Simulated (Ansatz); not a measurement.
Au on the 1x1 (111) surface of fcc Ni, ferromagnetic, one in a 2x2 cell, energies for each (21.5 Å²). Energies are against an atom of fcc Au, without zero-point or thermal terms; each row is named by its start.

All values below come from PBE (plane waves to 420 eV, PAW; Ansatz, a quantum-chemistry and plane-wave program).

Slab: 17 atoms, 6.0 Å thick at the start under the adsorbate (thin: gaps and levels are the slab's own); k 7x7x1, smearing 0.1 eV, dipole-corrected; 8 atoms held, the rest relaxed; each run with such symmetry as its start has; spin-polarised, no spin-orbit, no U, no dispersion correction.

A negative adsorption energy means that the adsorbate is more stable on the surface than in its reference. Starts that drift may end in the same place. Heights count from the host atoms within 0.3 Å of the top one.

```
starting site                           E_ads (eV)  height (Å)  nearest host atom (Å)  bonded to  Δ work function (eV)  lateral drift (Å)  moment (μB)
--------------------------------------  ----------  ----------  ---------------------  ---------  --------------------  -----------------  -----------
top Ni                                        0.67        2.19                Ni 2.36         Ni                 -0.48                0.0         10.7
hollow Ni-Ni-Ni over Ni at depth 2.0 Å        0.18        2.08                Ni 2.54       3 Ni                 -0.64                0.0         10.7
hollow Ni-Ni-Ni over Ni at depth 4.0 Å        0.16        2.07                Ni 2.54       3 Ni                 -0.66                0.0         10.7
bridge Ni-Ni (span 2.5 Å)                     0.16        2.07                Ni 2.53       3 Ni                 -0.66                0.7         10.7
```
